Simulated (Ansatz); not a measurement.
# A computed series for W: response to strain

Consider W in the bcc (W type) structure (space group Im-3m, No. 229; relaxed with 0.1 eV smearing).

```
W
1.0
   -1.57711     1.57711     1.57711
    1.57711    -1.57711     1.57711
    1.57711     1.57711    -1.57711
W
1
Direct
  0.00000   0.00000   0.00000
```

Cartesian axes are those of the cell as printed.

Strains are applied to the cell and any free atomic positions relax; under biaxial strain the out-of-plane vector relaxes too.

Method: Ansatz (an electronic-structure program), PBEsol, PAW, cutoff 420 eV, no SOC.

Notes on the quantities. pressure: mean of the normal stresses, compression positive; energy relative to the base: free energy F.

```json
[
 {"case": "base", "pressure": "0.0 GPa", "out-of-plane strain": "–", "energy relative to the base": "0 meV/atom", "shortest interatomic distance": "2.732 Å"},
 {"case": "biaxial strain −3.00 %, plane normal [001], relaxed out of plane", "pressure": "12.6 GPa", "out-of-plane strain": "+2.64 %", "energy relative to the base": "+54 meV/atom", "shortest interatomic distance": "2.702 Å"},
 {"case": "biaxial strain −2.00 %, plane normal [001], relaxed out of plane", "pressure": "8.3 GPa", "out-of-plane strain": "+1.68 %", "energy relative to the base": "+24 meV/atom", "shortest interatomic distance": "2.711 Å"},
 {"case": "biaxial strain −1.50 %, plane normal [001], relaxed out of plane", "pressure": "6.1 GPa", "out-of-plane strain": "?", "energy relative to the base": "+13 meV/atom", "shortest interatomic distance": "2.716 Å"},
 {"case": "biaxial strain −1.00 %, plane normal [001], relaxed out of plane", "pressure": "4.0 GPa", "out-of-plane strain": "+0.81 %", "energy relative to the base": "?", "shortest interatomic distance": "2.721 Å"},
 {"case": "biaxial strain −0.50 %, plane normal [001], relaxed out of plane", "pressure": "2.0 GPa", "out-of-plane strain": "+0.40 %", "energy relative to the base": "+1.5 meV/atom", "shortest interatomic distance": "2.726 Å"},
 {"case": "biaxial strain +1.00 %, plane normal [001], relaxed out of plane", "pressure": "-3.8 GPa", "out-of-plane strain": "-0.76 %", "energy relative to the base": "+5.7 meV/atom", "shortest interatomic distance": "2.743 Å"},
 {"case": "biaxial strain +1.50 %, plane normal [001], relaxed out of plane", "pressure": "-5.6 GPa", "out-of-plane strain": "-1.12 %", "energy relative to the base": "+13 meV/atom", "shortest interatomic distance": "2.749 Å"},
 {"case": "biaxial strain +2.00 %, plane normal [001], relaxed out of plane", "pressure": "-7.4 GPa", "out-of-plane strain": "-1.48 %", "energy relative to the base": "+22 meV/atom", "shortest interatomic distance": "2.755 Å"},
 {"case": "biaxial strain +3.00 %, plane normal [001], relaxed out of plane", "pressure": "-10.7 GPa", "out-of-plane strain": "-2.17 %", "energy relative to the base": "+49 meV/atom", "shortest interatomic distance": "2.767 Å"}
]
```

Task: Fill in the withheld entries from the trend.

Result: 
- biaxial strain −1.50 %, plane normal [001], relaxed out of plane, out-of-plane strain: +1.24 %
- biaxial strain −1.00 %, plane normal [001], relaxed out of plane, energy relative to the base: +5.9 meV/atom

Whether these cells are dynamically stable was not tested. All final runs are without spin polarisation.
